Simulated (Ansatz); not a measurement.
MoS2 (P6_3/mmc), Ansatz (an electronic-structure program) with r2SCAN+D4 with spin-orbit coupling, rigid bands: N_v = 1.75e19 cm⁻³ at 300 K and a hole conductivity mass of 0.717 mₑ along y (a = (3.17, 0.00, 0.00) Å; b = (-1.59, 2.75, 0.00) Å; c = (0.00, 0.00, 12.48) Å).

Problem. For 1e17 holes per cm³ at 300 K, place the Fermi level, estimate the Seebeck coefficient of a parabolic band with constant τ, and give mobility and conductivity for τ = 5 fs.

Solution. The level lies k_BT ln(N_v/p) = 0.134 eV above the valence-band maximum. S ≈ +(k_B/e)[ln(N_v/p) + 5/2] = 660 μV/K, against 656 μV/K from the full bands (mean over directions). μ = eτ/m = 12.3 cm²/(V·s) and σ = peμ = 0.197 S/cm. τ is assumed, not computed.

Band transport and this doping are assumed; polarons and phonon drag are left out. Geometry: cell and atoms relaxed with r2SCAN+D4.
